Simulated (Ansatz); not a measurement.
Defect migration in rutile TiO2: interstitial Cu, charge state +1. The step: a direct jump of one Cu atom; the atom moves 1.45 Å along (0.00, 0.00, -0.49) of the unit cell; the moving atom starts with neighbours 2 O at 1.94, 2 O at 1.95 Å and ends with 2 O at 1.94, 2 O at 1.96 Å. DFT values are from Ansatz (plane-wave PAW, 420 eV unless said) in a cell of 72 host sites, spin-restricted, static, with no finite-size correction. The charge state is imposed; whether it is stable for some Fermi level was not computed. Sites that were not tried may lie lower. For the PBE band: the saddle point's order was not checked, and it lies on a symmetry element of the cell, where a band can be held.

| Level | Forward barrier (eV) | Cost of the band or of the saddle's single point |
|---|---|---|
| CHGNet universal potential (has no charge state), its own band | 0.02 | - |
| PBE, one k-point at (0.250, 0.250, 0.250), band relaxed | 0.05 | about 70 core-minutes (a rough figure) |
| PBE, a 2×2×2 k-point mesh shifted by half a step, same geometries | 0.06 | roughly 4 core-minutes |
| r2SCAN at 500 eV, one k-point at (0.250, 0.250, 0.250), same geometries | ? | very roughly 3.0 core-minutes |

Some entries are withheld; supply them.


- r2SCAN at 500 eV, one k-point at (0.250, 0.250, 0.250), same geometries, Forward barrier (eV): 0.05

Ansatz is a program for electronic structure.
